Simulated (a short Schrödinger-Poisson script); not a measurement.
Solved with a short Schrödinger-Poisson script written for these runs: 1D Poisson equation in equilibrium, electrons quantum, Hartree (BenDaniel-Duke, 40 states a valley, the channel's in-plane mass for all, wave functions free to enter the barrier), parabolic valleys, classical holes, donors ionised by Fermi statistics, acceptors fully, no traps, pinning or gate leakage.

Structure: gated Al0.4Ga0.6As/GaAs modulation-doped gas, at 300 K.

From the gate side: 8 nm Al0.4Ga0.6As; 30 nm Al0.4Ga0.6As, donors 1.2e18 cm⁻³; 3 nm Al0.4Ga0.6As; 6000 nm GaAs, acceptors 3e14 cm⁻³.

Constants are typed, rounded textbook-type inputs, not results; the design itself was drawn at random and stands for no fabricated device. Al0.4Ga0.6As: permittivity 11.76, conduction-band edge (eV) 0.316, gap (eV) 1.923, electron mass (mₑ) 0.1002, Nv at 300 K (cm⁻³) 9e18. GaAs: permittivity 12.9, conduction-band edge (eV) 0, gap (eV) 1.424, Nv at 300 K (cm⁻³) 9e18.

Channel valleys (confinement mass, in-plane density-of-states mass, number): Γ 0.067, 0.067, 1. At the gate the conduction-band edge of layer 1 lies 1.07 eV − eVg above the Fermi level of the channel; the field vanishes at the back. Donor level 0.006 eV below the band edge. The barrier under the gate holds no holes. Gaps are held at their typed values at every temperature. Mesh 0.08 nm at interfaces.

Q: Give the centroid of the channel electrons at Vg = 0.5 V (nm); the sheet density of all electrons at Vg = 0.5 V (cm⁻²); the lowest subband against the Fermi level at Vg = 0.5 V (meV).

A: centroid of the channel electrons at Vg = 0.5 V (nm): 10.12; sheet density of all electrons at Vg = 0.5 V (cm⁻²): 1.21e12; lowest subband against the Fermi level at Vg = 0.5 V (meV): -17.5.
